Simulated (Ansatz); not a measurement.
Short convergence ladders for a (100) slab of Zr2Ga (cut from a parent of space group no. 140; 12 atoms in the cell)

```yaml
crystal:
  lattice:
    - [6.65589, 0.00000, 0.00000]
    - [0.00000, 5.45626, 0.00000]
    - [0.00000, 0.00000, 19.37610]
  atoms:
    - { symbol: Zr, position: [0.65386, 0.00000, 0.63873] }
    - { symbol: Zr, position: [0.84614, 0.50000, 0.36127] }
    - { symbol: Zr, position: [0.15386, 0.00000, 0.36127] }
    - { symbol: Zr, position: [0.34614, 0.50000, 0.63873] }
    - { symbol: Ga, position: [0.00000, 0.25000, 0.58588] }
    - { symbol: Ga, position: [0.00000, 0.75000, 0.58588] }
    - { symbol: Zr, position: [0.15386, 0.50000, 0.46698] }
    - { symbol: Zr, position: [0.34614, 0.00000, 0.53303] }
    - { symbol: Zr, position: [0.65386, 0.50000, 0.53303] }
    - { symbol: Zr, position: [0.84614, 0.00000, 0.46698] }
    - { symbol: Ga, position: [0.50000, 0.75000, 0.41412] }
    - { symbol: Ga, position: [0.50000, 0.25000, 0.41412] }
```

Base method: PBEsol, default PAW files made with PBE (plane waves; Ansatz, a quantum-chemistry and plane-wave program).

Base settings: basis.ecutwfc = 420 eV; kpoints.mp_grid.grid = 3 3 1; hamiltonian.xc = pbesol; hamiltonian.pseudopotentials = {kind: paw} (the program's default PAW files); scf.occupations.method = gaussian; scf.occupations.width = 0.1 eV.

The count of work is k-points × plane waves × bands × iterations; it is no time. Core times come from one kind of shared machine, to one figure; runs under 30 s give none.

**The vacuum**

The mesh stays at the base's, so the ladder's end is converged at best in this setting alone.

Only quantities that move along the ladder and can be compared are tabulated.

| vacuum between outermost atoms (Å) | free energy less the last step's (meV/atom) | largest difference of a force vector from the last step's (eV/Å) | count of work / last |
|---|---|---|---|
| 3.0 | -287.66 | 1.556 | 0.21 |
| 4.0 | -104.94 | 0.607 | 0.24 |
| 5.0 | -33.87 | 0.249 | 0.29 |
| 6.0 | -8.32 | 0.084 | 0.36 |
| 7.0 | -1.57 | 0.015 | 0.35 |
| 8.0 | -0.34 | 0.005 | 0.38 |
| 10.0 | -0.02 | 0.001 | 0.43 |
| 12.0 | 0.00 | 0.000 | 0.49 |
| 14.0 | 0.00 | 0.000 | 0.55 |
| 17.0 | 0.00 | 0.000 | 0.63 |
| 20.0 | -0.01 | 0.000 | 0.72 |
| 25.0 | -0.01 | 0.000 | 0.86 |
| 30.0 | 0.00 | 0.000 | 1.0 |

Smallest vacuum between outermost atoms (Å) that holds the forces within 0.01 eV/Å of the last step, with all finer ones: 8.0, at 0.38 of the last step's count of work; the step before is off by 0.015 eV/Å.

Smallest vacuum between outermost atoms (Å) that holds the free energy within 2 meV/atom of the last step, with all finer ones: 7.0, at 0.35 of the last step's count of work; the step before is off by 8.3 meV/atom.

**The k-point mesh**

Only quantities that move along the ladder and can be compared are tabulated.

| kpoints.mp_grid.grid | free energy less the last step's (meV/atom) | largest difference of a force vector from the last step's (eV/Å) | count of work / last | core time / last (rough) |
|---|---|---|---|---|
| 1 1 1 | -104.20 | 1.310 | 0.018 | – |
| 1 2 1 | 29.34 | 0.518 | 0.032 | – |
| 2 2 1 | -12.64 | 0.190 | 0.071 | – |
| 2 3 1 | 4.23 | 0.164 | 0.063 | – |
| 3 3 1 | 5.09 | 0.111 | 0.063 | – |
| 3 4 1 | -4.74 | 0.047 | 0.085 | – |
| 4 5 1 | 1.32 | 0.024 | 0.13 | 0.2 |
| 5 6 1 | -0.62 | 0.010 | 0.17 | 0.2 |
| 6 7 1 | -0.14 | 0.015 | 0.25 | 0.3 |
| 7 8 1 | 0.26 | 0.007 | 0.32 | 0.3 |
| 8 10 1 | -0.08 | 0.001 | 0.42 | 0.5 |
| 10 11 1 | 0.00 | 0.001 | 0.57 | 0.6 |
| 11 13 1 | -0.01 | 0.001 | 0.67 | 0.7 |
| 13 16 1 | 0.00 | 0.000 | 1.0 | 1 |

Coarsest kpoints.mp_grid.grid that holds the free energy within 1 meV/atom of the last step, with all finer ones: 5 6 1, at 0.17 of the last step's count of work and about 0.2 of the last step's time; the step before is off by 1.3 meV/atom.

Coarsest kpoints.mp_grid.grid that holds the forces within 0.02 eV/Å of the last step, with all finer ones: 5 6 1, at 0.17 of the last step's count of work and about 0.2 of the last step's time; the step before is off by 0.024 eV/Å.

**The plane-wave cutoff**

The mesh stays at the base's, so the ladder's end is converged at best in this setting alone.

Only quantities that move along the ladder and can be compared are tabulated.

```tsv
basis.ecutwfc	free energy less the last step's (meV/atom)	largest difference of a force vector from the last step's (eV/Å)	count of work / last
210 eV	2547.51	0.066	0.12
250 eV	536.18	0.063	0.16
295 eV	66.25	0.004	0.18
355 eV	2.94	0.002	0.28
420 eV	0.59	0.000	0.35
505 eV	0.15	0.000	0.47
630 eV	0.07	0.000	0.65
840 eV	0.00	0.000	1.0
```

Coarsest basis.ecutwfc that holds the free energy within 2 meV/atom of the last step, with all finer ones: 420 eV, at 0.35 of the last step's count of work; the step before is off by 2.9 meV/atom.

Coarsest basis.ecutwfc that holds the forces within 0.01 eV/Å of the last step, with all finer ones: 295 eV, at 0.18 of the last step's count of work; the step before is off by 0.063 eV/Å.

On the base run: the starting cell comes from a database of computed structures (which also holds hypothetical and non-ambient phases and stackings), without a prior relaxation at this level. The slab is cut from that crystal, and its faces are unrelaxed. Its lattice was rescaled by up to half a per cent. In the base run, forces exceed 1 eV/Å. Without a gap this mesh is coarse (it stands for a supercell whose shortest in-plane vector is 16 Å).

Left out of this page: 1 run of the series outside the window shown, repeating another row's setting, or not comparable.

Keys are those of Ansatz 0.2.
